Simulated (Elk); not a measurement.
A self-consistent single point of InBi (P1, 4 atoms in the cell) with Elk.

Level of theory: PBEsol, all-electron FP-LAPW, Elk's shipped species files, default APW+lo basis run with Elk.

The change in words: atoms moved at random. Reference geometry:
```
CELL_PARAMETERS angstrom
      4.84796     0.00000     0.00000
      0.00000     4.84796     0.00000
      0.00000     0.00000     5.15543
ATOMIC_POSITIONS crystal
  In 0.50000 0.50000 0.00000
  In 0.00000 0.00000 0.00000
  Bi 0.50000 0.00000 0.36001
  Bi 0.00000 0.50000 0.63999
```

Reference input (self-consistent single point, DFT, PBEsol, all-electron FP-LAPW, Elk's shipped species files, default APW+lo basis): xctype = 22; rgkmax = 7; stype = 0; swidth = 0.00999582 Ha; ngridk = 5 5 5. This run's input differs from it in these lines:

```diff
@@ -27,8 +27,8 @@
   2   : natoms; atposl, bfcmt below
-  0.5000000000  0.5000000000  0.0000000000    0.0 0.0 0.0
-  0.0000000000  0.0000000000  0.0000000000    0.0 0.0 0.0
+  0.4933440000  0.4987100000  0.0065910000    0.0 0.0 0.0
+  -0.0025030000  -0.0030770000  -0.0012290000    0.0 0.0 0.0
   'Bi.in'   : spfname
   2   : natoms; atposl, bfcmt below
-  0.5000000000  0.0000000000  0.3600100000    0.0 0.0 0.0
-  0.0000000000  0.5000000000  0.6399900000    0.0 0.0 0.0
+  0.5027650000  0.0051740000  0.3540480000    0.0 0.0 0.0
+  0.0063940000  0.4991930000  0.6405900000    0.0 0.0 0.0
```

Output, abridged:

```
│ Self-consistent loop started │
│ Loop number : 1 │
 total energy                :     -54927.5776939
│ Loop number : 2 │
 total energy                :     -54927.6210991
RMS change in Kohn-Sham potential (target) :   0.1213177189     (  0.1000000000E-05)
Absolute change in total energy (target)   :   0.4340526473E-01 (  0.1000000000E-03)
│ Loop number : 3 │
 total energy                :     -54927.2117175
RMS change in Kohn-Sham potential (target) :   0.1169816180     (  0.1000000000E-05)
Absolute change in total energy (target)   :   0.3985303294     (  0.1000000000E-03)
│ Loop number : 4 │
   [... lines left out ...]
Absolute change in total energy (target)   :   0.1139422668E-02 (  0.1000000000E-03)
│ Loop number : 14 │
 total energy                :     -54913.0816765
RMS change in Kohn-Sham potential (target) :   0.1403348033E-06 (  0.1000000000E-05)
Absolute change in total energy (target)   :   0.2716264862E-03 (  0.1000000000E-03)
│ Loop number : 15 │
 total energy                :     -54913.0816769
RMS change in Kohn-Sham potential (target) :   0.5385705492E-07 (  0.1000000000E-05)
Absolute change in total energy (target)   :   0.6750560715E-04 (  0.1000000000E-03)
Convergence targets achieved

│ Loop number : 16 │

Energies :
 Fermi                       :     0.195714293674
 total energy                :     -54913.0816608

Density of states at Fermi energy :    26.74057065
 (states/Hartree/unit cell)

Estimated indirect band gap :   0.2627876780E-02
 from k-point     79 to k-point     10
Estimated direct band gap   :   0.1288663787E-01
 at k-point     27

Charges :
 core                        :    196.0000000
 valence                     :    68.00000000
 interstitial                :    6.881530769
 muffin-tins (core leakage)
  species :    1 (In)
   atom    1                 :    47.33181971     (  0.1316027147E-03)
   atom    2                 :    47.33042628     (  0.1315873583E-03)
  species :    2 (Bi)
   atom    1                 :    81.23777398     (  0.6839438251E-03)
   atom    2                 :    81.21844927     (  0.6824337552E-03)
 total in muffin-tins        :    257.1184692
 total calculated charge     :    263.9941484
 total charge                :    264.0000000
 error                       :   0.5851554497E-02

│ Self-consistent loop stopped │
```

The run converged in 16 iterations. The count includes the last loop, which Elk runs after its targets are met. Against the reference run the total energy goes up by 7.7 meV/atom.

The starting cell comes from a database of computed structures (which also holds hypothetical and non-ambient phases and stackings), without a prior relaxation at this level. Its lattice was rescaled by a random factor within 2.5 % of one. For this run, on top of that: atoms moved at random. Spin-orbit coupling is off. Values depend on the basis (sphere radii, cutoffs, local orbitals), which need not be converged. The log's line on a gap gives a spacing of levels on this mesh, which the program prints for metals too.

Cost on one core of a shared machine: roughly 2 min.
